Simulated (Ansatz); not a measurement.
For Ta (model structure, started from the diamond type, Fd-3m, No. 227, 2 atoms in the cell), LDA (Ansatz, a first-principles code, plane waves, PAW) gives:

- lattice parameter a: 5.932 Å
- bulk modulus: 79.8 GPa
- cohesive energy: 6.58 eV/atom

Problem. What does r²SCAN (plane waves, PAW; Ansatz) give for the same quantities?

Solution. 
- lattice constant a: 6.056 Å (rises by 2.1 %)
- bulk modulus: 69.6 GPa (falls by 13 %)
- cohesive energy: 4.83 eV/atom (shrinks by 1.75 eV/atom)

Changes are worked out from the printed values.

Unless a cell is named, each level is at its own relaxed cell (LDA 26.09, r²SCAN 27.77 Å³/atom).

Levels without +SOC leave out spin–orbit coupling, which shifts energies and cells of such heavy elements.

Caveats: the bulk modulus is −V dP/dV from two relaxed cells at ±2 % in volume (LDA, r²SCAN). Ansatz's density-functional and Hartree–Fock values are scalar-relativistic unless marked +SOC, with PAW data made under PBE.

A model structure was made by putting elements into a prototype or built by hand; it is no filed structure, need not be a known phase, and can be a saddle point held by its symmetry.
